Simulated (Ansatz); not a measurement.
Hf on the Si site (Hf_Si) in beta Si3N4

These are PBE, PAW (plane waves to 420 eV; Ansatz, a quantum-chemistry and plane-wave program) values and carry that method's errors. A 1×1×3 supercell of 84 sites was used; the energies come from a 2×2×2 shifted sampling of its zone. Site at the start: the Si(2,4-fold) site. Finite-size correction: monopole term and site-potential alignment. Dielectric constants: PBE linear response of the host. Host gap at this level: 4.25 eV. Finite-size and sampling errors can reach tenths of an eV here. Levels are measured in PBE's own, too narrow, gap. Spin–orbit coupling is left out, which matters for these heavy elements. Each state is the lowest found from its start.

Formation energies E_f are given with the Fermi level at the valence-band maximum. Chemical conditions: N-rich (Δμ(Si) = -2.47 eV, Δμ(Hf) = -3.51 eV, bounded by Hf3N4 (I-43d); only phases computed here count, gases as isolated molecules at 0 K); Si-rich (Δμ(Si) = 0.00 eV, Δμ(Hf) = -1.63 eV, bounded by HfSi (Pnma); only phases computed here count, gases as isolated molecules at 0 K). Reference phases: Hf: hcp Hf, Si: silicon.

```json
[
 {"charge": "+1*", "moment (μB)": "1.0", "largest move off a lattice site (Å)": "0.28", "image correction with alignment (eV)": "–", "E_f, N-rich (eV)": "–", "E_f, Si-rich (eV)": "–"},
 {"charge": "0", "moment (μB)": "not spin-polarised", "largest move off a lattice site (Å)": "0.27", "image correction with alignment (eV)": "0.00", "E_f, N-rich (eV)": "1.70", "E_f, Si-rich (eV)": "2.29"},
 {"charge": "−1†", "moment (μB)": "1.0", "largest move off a lattice site (Å)": "0.32", "image correction with alignment (eV)": "-0.14", "E_f, N-rich (eV)": "–", "E_f, Si-rich (eV)": "–"}
]
```

* At this level the carrier isn't localised at the defect: at charge +1 holes occupy the valence band. Such a state is shallow or no state of the defect, and this cell gives it no level.

† Not settled in this cell, so no level is given: charge −1: carriers not clearly localised.

Flagged in the runs: a doubtful potential alignment, a host whose relaxation on this sampling wasn't shown to rest, a strain field that reaches the edge of the cell.

All states together cost very roughly 70 core-minutes.
